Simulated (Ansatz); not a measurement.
The parent structure is Cu in the fcc (Cu type) structure (space group Fm-3m, No. 225; a = 3.577 Å; relaxed with 0.1 eV smearing). Axes: x, y, z lie along the cube axes.

Calculations: Ansatz (an electronic-structure program) r2SCAN, no spin-orbit coupling.

It is then changed as follows: uniaxial strain ε_zz = −1.50 %, all other strain components held at zero; the atoms relax in the strained cell.

**Question.** Predict the stress tensor and what it implies for the stiffness.

**Answer.** Stress of the strained cell less that of the base (GPa, compression positive):
```
    2.3     0.0     0.0
    0.0     2.3     0.0
    0.0     0.0     3.1
```

Then −Δσ_ii/ε with ε = -0.0150 gives secant stiffness values (nonlinear terms included at this strain): C33 ≈ 210 GPa, C13 ≈ 152 GPa and C23 ≈ 152 GPa.

Whether these cells are dynamically stable was not tested. All final runs are without spin polarisation.
